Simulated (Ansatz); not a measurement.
## What biaxial strain +0.35 %, plane normal [110], relaxed out of plane does to PbS

Start from PbS in the rock salt structure (space group Fm-3m, No. 225; a = 5.903 Å). Axes: x, y, z lie along the cube axes.

Perturbation: tensile biaxial strain of 0.35 % in the plane normal to [110], as in epitaxy on a mismatched substrate; the out-of-plane cell vector and the atoms relax.

All numbers come from PBEsol (Ansatz, a first-principles code; PAW; 420 eV plane waves; without spin-orbit coupling). Settings: 14×14×14 k-points, 0.05 eV Fermi–Dirac smearing.

| quantity | base | changed | shift |
|---|---|---|---|
| volume per atom | 25.71 Å³ | 25.82 Å³ | +0.11 Å³ |
| shortest interatomic distance | 2.952 Å | 2.953 Å | +0.001 Å |
| energy relative to the base (free energy F) | 0 meV/atom | +0.2 meV/atom | +0.2 meV/atom |
| pressure (mean of the normal stresses, compression positive) | 0.00 GPa | -0.26 GPa | -0.253 GPa |
| band gap | 0.19 eV | 0.18 eV | -0.01 eV |
| gap character | – | indirect, S → R | – |
| smallest direct gap | 0.19 eV | 0.21 eV | +0.013 eV |
| electron mass | 0.070 mₑ along k, 0.15 mₑ across (at L) | 0.076 mₑ along k, 0.15 mₑ across (at R) | – |
| hole mass | – | 0.082 mₑ along k, 0.11 mₑ across (at S) | – |
| out-of-plane strain | – | -0.27 % | – |
| mean in-plane stress (compression positive) | – | -0.4 GPa | – |

A biaxial case was relaxed in a doubled cell and then solved in the primitive one. Spin-orbit coupling, missing from the scalar runs, can matter with Pb. Effective masses come from finite differences of ±0.01 Å⁻¹. Along k means along the line from Γ to the band edge. Stability against distortions was not tested. The base started in Pnma and relaxed to Fm-3m at this level. A zero or small gap of PbS can be the functional's error rather than a property of the material. k-point labels follow each cell's own Brillouin zone.
